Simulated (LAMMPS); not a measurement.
Melts of Al (fcc) with 75 % of Al sites Cu cooled to 300 K at several rates.

Model: classical MD, pair style eam/alloy, file AlCu.eam.alloy, run in LAMMPS.

| cooling rate (K/s) | state | density | coordination number of Al by Cu | rough cost |
|---|---|---|---|---|
| 1e+12 | crystallised | 6.94 g/cm³ (one sample) | 9.9 (counted to 3.18 Å) | 90 core-minutes |
| 1e+13 | glass | 6.81 g/cm³ (one sample) | 11.1 (counted to 3.50 Å) | 19 core-minutes |
| 1e+14 | glass | 6.80 g/cm³ (one sample) | 11.0 (counted to 3.50 Å) | 6 core-minutes |

Costs are rough and include melting and analysis.

Caution (row 1e+12): the cell keeps the atom count and shape of the starting crystal, which eases freezing.
